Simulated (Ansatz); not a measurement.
Results of r²SCAN in Ansatz (plane waves, PAW) for C (model structure, started from the Si type, Cmcm, No. 63, 12 atoms in the cell).

Settings: plane-wave cutoff 560 eV, 14×14×4 k mesh (along the axes of the cell as run), Fermi–Dirac smearing 0.01 eV, scalar-relativistic PAW data made under PBE.

Cell (relaxed with PBEsol):

Space group Cmcm (No. 63); a = 2.5020 Å, b = 7.0225 Å, c = 8.3230 Å, α = β = γ = 90.00°

```json
[
 {"atom": "C", "site": "8f", "symmetry": "m..", "x": "0.0000", "y": "0.2412", "z": "0.5548"},
 {"atom": "C", "site": "8f", "symmetry": "m..", "x": "0.0000", "y": "0.5692", "z": "0.1575"},
 {"atom": "C", "site": "8f", "symmetry": "m..", "x": "0.0000", "y": "0.0295", "z": "0.5904"}
]
```
(The calculation used a cell of 12 atoms; values per cell refer to that cell.)

What does this level give for the band gap and smallest direct gap on the k points sampled?


- band gap: 3.08 eV (indirect)
- smallest direct gap on the k points sampled: 3.81 eV

Note: the relaxation could raise the start's symmetry but not lower it, so the cell can be a saddle point; cell and atoms aren't relaxed at this level (largest force component 0.06 eV/Å, pressure 2.2 GPa).

Static lattice: no zero-point or thermal effects.

It cost very roughly 80 core-seconds of CPU time.

A model structure was made by putting elements into a prototype or built by hand; it is no filed structure, need not be a known phase, and can be a saddle point held by its symmetry.

Ansatz is an electronic-structure program.
